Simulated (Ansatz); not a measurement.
Base system: Ge (space group Pm-3n, No. 223; a = 5.4170 Å; a hypothetical phase, not in the database extracts checked).

(Cell as relaxed with PBE.)

Levels (all Ansatz, a quantum-chemistry and plane-wave program, PAW): PBE (420 eV, scalar-relativistic without spin-orbit coupling); PBEsol (420 eV, without spin-orbit coupling).

Each level relaxes its own structure.

```csv
base,PBE,PBEsol
volume per atom,19.87 Å³,18.85 Å³
lattice parameter a,5.417 Å,5.323 Å
band gap,zero,zero
```

Perturbation: every lattice vector is shortened by 2.40 %; the atoms relax in the strained cell.

```json
[
 {"quantity": "pressure", "PBE": "5.3 GPa", "PBEsol": "6.1 GPa"},
 {"quantity": "energy relative to the base (free energy F)", "PBE": "+22 meV/atom", "PBEsol": "+23 meV/atom"},
 {"quantity": "band gap", "PBE": "zero", "PBEsol": "zero"}
]
```

PBE's pressure lies 0.8 GPa below PBEsol's; PBE's energy relative to the base lies 1.9 meV/atom below PBEsol's; the two agree on the band gap. Neither level is exact; PBEsol is the comparison here, not a measurement.

Stability against distortions was not tested.
